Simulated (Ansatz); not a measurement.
Worked example: dielectric-response calculation of SrTiO₃ (Pm-3m, 5 atoms in the cell) in Ansatz (a first-principles code).

Computed with PBE (plane waves, PAW; Ansatz).

```
CELL_PARAMETERS angstrom
      3.91671     0.00000     0.00000
      0.00000     3.91671     0.00000
      0.00000     0.00000     3.91671
ATOMIC_POSITIONS crystal
  Sr 0.00000 0.00000 0.00000
  Ti 0.50000 0.50000 0.50000
  O  0.50000 0.00000 0.50000
  O  0.00000 0.50000 0.50000
  O  0.50000 0.50000 0.00000
```

Reference input (self-consistent single point, DFT, PBE, plane waves, default PAW files): basis.ecutwfc = 30.9 Ry; kpoints.mp_grid.grid = 6 6 6; hamiltonian.xc = pbe; hamiltonian.pseudopotentials = {kind: paw} (the program's default PAW files); scf.occupations.method = fermi_dirac; scf.occupations.width = 0.0037 Ry. This run's input differs from it in these lines:

Ansatz 0.2 input:
```diff
@@ -13,3 +13,3 @@
 basis:
-  ecutwfc: 30.9 Ry
+  ecutwfc: 24.6 Ry
 kpoints:
@@ -20,7 +20,4 @@
 scf:
-  occupations: { method: fermi_dirac, width: 0.0037 Ry }
-output:
-  forces: true
-  eigenvalues: true
-  stress: true
+  occupations: { method: fixed }
+dielectric: {}
```

Output, abridged:

```
SCF iter   1: F=—  HF=-7753.973406 eV  |F-HF|=—  |Δ(HF+E_count)|=         —  Δρ=8.83e-3  dr2=1.25e-2  ethr=1.77e-3  ⟨swp⟩=4.5  Hψ=4227  notcnv=0  defer=95
all-band conjugate gradients solve this SCF's bands
preconditioner: auto → Resta (q_TF=auto, 2.549 Å⁻¹)
SCF iter   2: F=—  HF=-7753.976757 eV  |F-HF|=—  |Δ(HF+E_count)|=   3.35e-3  Δρ=4.03e-3  dr2=4.17e-3  ethr=3.12e-5  ⟨swp⟩=2.3  Hψ=2031  notcnv=0  defer=111
   [... lines left out ...]
SCF iter   6: F=—  HF=-7753.977974 eV  |F-HF|=—  |Δ(HF+E_count)|=   1.92e-6  Δρ=1.68e-5  dr2=8.83e-8  ethr=7.22e-9  ⟨swp⟩=2.0  Hψ=1349  notcnv=0  defer=48
SCF iter   7: F=—  HF=-7753.977974 eV  |F-HF|=—  |Δ(HF+E_count)|=  9.25e-10  Δρ=1.96e-6  dr2=3.66e-9  ethr=2.21e-10  ⟨swp⟩=2.0  Hψ=1671  notcnv=0  defer=48
SCF iter   8: F=—  HF=-7753.977974 eV  |F-HF|=—  |Δ(HF+E_count)|=  1.89e-10  Δρ=7.52e-7  dr2=3.13e-10  ethr=9.16e-12  ⟨swp⟩=2.0  Hψ=1438  notcnv=0  defer=48
SCF iter   9: F=-7753.977974 eV  HF=-7753.977974 eV  |F-HF|=9.09e-13  |Δ(HF+E_count)|=  3.55e-11  Δρ=7.72e-8  dr2=3.09e-12  ethr=1.00e-12  ⟨swp⟩=8.9  Hψ=3566  notcnv=0
SCF 1 converged in 9 iterations: F = -7753.977974 eV  dr2 = 3.09e-12
DFPT response loops at Γ: preconditioner auto → none (the input reference at scf.mixing.eps_inf says where Resta's filter doesn't serve); β = 0.50 …
── the response to a field inside a basis, on 8×8×8 k-points: an SCF that follows is theirs, and a resumed run solves both again ──
Crystal: 5 atoms, lattice volume = 60.085 Å³
Bands: 21, of which v1, the nominal top of the filled ones, is band 20 counted from 1 (19 counted from 0)
k-points: 20 of 512
Initial density: handed on by an earlier stage of this run
Initial wavefunctions: pseudopotential atomic-orbital guess (no wavefunctions were taken with the density)
Eigensolver: Dense (20 Hₖ)
   [... lines left out ...]
Free energy (F): -7753.977974 eV
Fermi energy:    9.871024 eV
   [... lines left out ...]
         0.00000    0.00000   -2.02314
    site 4:
        -2.02314    0.00000    0.00000
        -0.00000   -2.02314   -0.00000
         0.00000    0.00000   -5.82420
  Z* charge neutrality: 7.006e-3 e pre-enforcement
  solved inside a basis spanned on kpoints, on 8×8×8 k-points, its susceptibility summed on 10×10×10: ε∞ is read to err by 2.7e-2, Z* by 3.9e-2 e (field_mesh …
```

The run converged in 15 iterations. 

Summary of the result:
- Free energy E − TS (on the zero of these files): -7753.9780 eV
- Top of the valence band (on the code's own zero): 9.87 eV
- Gap on the k-point mesh: 1.86 eV
- ε∞ at this k-point mesh, which may be far from converged in small-gap cells (xx, yy, zz): 6.25, 6.25, 6.25
- Born charges at this mesh (mean of the diagonal, e): Sr 2.55, Ti 7.32, O -3.29, O -3.29, O -3.29

The starting cell has typed, rounded lattice constants, without a prior relaxation at this level. Its lattice was rescaled by up to half a per cent. The cutoff lies below the one recommended for these files.

Cost on one core of a shared machine: roughly 30 s.
